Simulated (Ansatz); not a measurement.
BP (F-43m): band-edge transport data

Here is the system:

```
CELL_PARAMETERS angstrom
      0.00000     2.24713     2.24713
      2.24713     0.00000     2.24713
      2.24713     2.24713     0.00000
ATOMIC_POSITIONS crystal
  B  0.00000 0.00000 0.00000
  P  0.25000 0.25000 0.25000
```

The numbers are results of r2SCAN with spin-orbit coupling, rigid bands (plane waves, PAW; Ansatz, an electronic-structure program), not measurements. Condition of this run: hydrostatic pressure 5 GPa (the target of the relaxation). Geometry: cell and atoms relaxed with r2SCAN, then loaded as said.

```json
{
 "band_gap": "1.36 eV",
 "electron conductivity mass (300 K, dilute)": "0.32 mₑ",
 "hole conductivity mass (300 K, dilute)": "0.40 mₑ",
 "effective density of states N_c (300 K)": "4.1e19 cm⁻³",
 "effective density of states N_v (300 K)": "2.3e19 cm⁻³",
 "density_of_states_mass_electrons": "1.38 mₑ",
 "density_of_states_mass_holes": "0.96 mₑ",
 "Seebeck coefficient, n-type 1e19 cm⁻³, 300 K": "-338 μV/K",
 "best n-type power factor at 300 K for τ = 10 fs (best axis; densities from 1e16 to 1e21 cm⁻³ tried, whether or not they can be reached)": "20 μW/(cm·K²) at 1e20 cm⁻³",
 "Seebeck coefficient, p-type 1e19 cm⁻³, 300 K": "319 μV/K",
 "best p-type power factor at 300 K for τ = 10 fs (best axis; densities from 1e16 to 1e21 cm⁻³ tried, whether or not they can be reached)": "14.5 μW/(cm·K²) at 1e20 cm⁻³"
}
```

Rigid bands; masses and Seebeck coefficients take one relaxation time τ for all states and one kind of carrier; polarons and phonon drag are left out.
